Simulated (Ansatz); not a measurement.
The reference is TiO$_{2}$ in the rutile structure (space group P4_2/mnm, No. 136).

```
CELL_PARAMETERS angstrom
      4.54810     0.00000     0.00000
      0.00000     4.54810     0.00000
      0.00000     0.00000     2.91711
ATOMIC_POSITIONS crystal
  Ti 0.00000 0.00000 0.00000
  Ti 0.50000 0.50000 0.50000
  O  0.30396 0.30396 0.00000
  O  0.80396 0.19604 0.50000
  O  0.19604 0.80396 0.50000
  O  0.69604 0.69604 0.00000
```

Calculations: Kohn–Sham DFT with the LDA functional, run in Ansatz (a quantum-chemistry and plane-wave program) with PAW and 420 eV plane waves, spin-orbit coupling left out.

For the base:

| Property | Value |
|---|---|
| Valence-band top at Γ | 0.00, -0.47, -0.47 eV |
| Shortest interatomic distance | 3.643 bohr |

It is then changed as follows: a hydrostatic pressure of 4.5 GPa.

Estimate the effect on the valence-band top at Γ.

The valence-band top at Γ (three highest levels, from the VBM) becomes 0.00, -0.48, -0.48 eV (base: 0.00, -0.47, -0.47 eV).

What does the calculation give for the shortest interatomic distance after the change?

The shortest interatomic distance shrinks by 0.014 bohr to 3.629 bohr.

The levels and masses belong to the bands next to the band gap. Load acts through the strain it causes; cell and atoms are relaxed under it. Stability against distortions was not tested. All final runs are without spin polarisation.
